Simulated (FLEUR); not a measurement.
A self-consistent single point of Ti2Zn (I4/mmm, 3 atoms in the cell) with FLEUR.

Computed with FLEUR with PBEsol, all-electron FLAPW (FLEUR), scalar-relativistic valence.

The change in words: lattice scaled by 0.98. Reference geometry:
```
Ti2Zn
1.0
   -1.51052     1.51052     5.29217
    1.51052    -1.51052     5.29217
    1.51052     1.51052    -5.29217
Ti Zn
2 1
Cartesian
  0.00000   0.00000   7.02525
  0.00000   0.00000   3.55909
  0.00000   0.00000   0.00000
```

Reference input (self-consistent single point, DFT, PBEsol, all-electron FLAPW (FLEUR), scalar-relativistic valence): Kmax = 4.2 1/bohr; GmaxXC = 14.7 1/bohr; xcFunctional = PBEs; jspins = 1; l_soc = F; mode = gauss; fermiSmearingEnergy = 0.00183747 Htr; mesh (inpgen div1-3) = 10 10 10; inpgen gamma flag = true; Gmax = 14.7 1/bohr; numbands = 0; maxIterBroyd = 40. This run's input differs from it in these lines:

```diff
@@ -3,6 +3,6 @@
 &input film=f /
--0.2646754540 0.2646754540 0.9273045930
-0.2646754540 -0.2646754540 0.9273045930
-0.2646754540 0.2646754540 -0.9273045930
-10.7847539857
+-0.2646754825 0.2646754825 0.9273045767
+0.2646754825 -0.2646754825 0.9273045767
+0.2646754825 0.2646754825 -0.9273045767
+10.5690599071
 1.0 1.0 1.0
@@ -45,5 +45,5 @@
          <bravaisMatrix>
-            <row-1>   -2.8544596574434569     2.8544596574434569    10.0007519053146670</row-1>
-            <row-2>    2.8544596574434569    -2.8544596574434569    10.0007519053146670</row-2>
-            <row-3>    2.8544596574434569     2.8544596574434569   -10.0007519053146670</row-3>
+            <row-1>   -2.7973710304830974     2.7973710304830974     9.8007376232703063</row-1>
+            <row-2>    2.7973710304830974    -2.7973710304830974     9.8007376232703063</row-2>
+            <row-3>    2.7973710304830974     2.7973710304830974    -9.8007376232703063</row-3>
          </bravaisMatrix>
```

Log, with long lists cut:

```
 Iteration:     1   Distance:      16.18460196 me/bohr^3
 Iteration:     2   Distance:      11.86247930 me/bohr^3
 Iteration:     3   Distance:       6.04515679 me/bohr^3
 Iteration:     4   Distance:       5.92294739 me/bohr^3
 Iteration:     5   Distance:       3.01743027 me/bohr^3
   [... 10 lines left out ...]
 Iteration:    16   Distance:       0.00017706 me/bohr^3
 Iteration:    17   Distance:       0.00001860 me/bohr^3
 Iteration:    18   Distance:       0.00001248 me/bohr^3
 Iteration:    19   Distance:       0.00000175 me/bohr^3
 Reset of history
 Run finished successfully
 Stop message:
   Structural relaxation: new displacements generated

[file out, last iteration]
             iter=     20
[...]
          total density-effective poten   -5.5662769658E+03
          total charge density-energy d   -1.5273258087E+02
 Updated energy parameters for spin:           1
[...]
 fermi energy and band-weighting factors:

[...]
FERMIE:
          first approx. to ef    (T=0)  :   0.352389 htr   (energy of the highest occ. eigenvalue)
          number of occ. states  (T=0)  :       1826
          first approx. to seigv (T=0)  : -13.532422 htr
          sum of weights of occ. states :  18.002000
          sum of semicore charge        :   0.000000 e
          fermi energy=   0.35309 har   work function=  -9.60794 ev
          number of valence electrons=  36.00000
   [... lines left out ...]
          total moment                 =     0.00000
 Direct bandgap for spin            1 :    7.8329719039011980E-003  Htr
 ---->    free energy=                     -3500.4843697237 htr
   [... lines left out ...]
      extrapolation for T->0
 ---->    total electron energy=           -3500.4843697237 htr
 ***** TOTAL FORCES ON ATOMS *****
 TOTAL FORCE FOR ATOM TYPE=  1  X=  0.000   Y=  0.000   Z= -6.591
                       FX_TOT= 0.000000 FY_TOT= 0.000000 FZ_TOT=-0.001616
 TOTAL FORCE FOR ATOM TYPE=  2  X=  0.000   Y=  0.000   Z=  0.000
                       FX_TOT= 0.000000 FY_TOT= 0.000000 FZ_TOT= 0.000000
```

The run converged in 19 iterations. FLEUR gives forces in its relaxation mode, with a further iteration, so its stop message speaks of a relaxation. Against the reference run the total energy goes up by 5.5 meV/atom and the largest force goes from 0.013 to 0.083 eV/Å.

The starting cell comes from a database of computed structures (which also holds hypothetical and non-ambient phases and stackings), without a prior relaxation at this level. For this run, on top of that: lattice scaled by 0.98. Spin polarisation is off. Values depend on the basis (sphere radii, cutoffs, local orbitals), which need not be converged. The log's line on a gap gives a spacing of levels on this mesh, which the program prints for metals too.

Cost on one core of a shared machine: roughly 4 min.
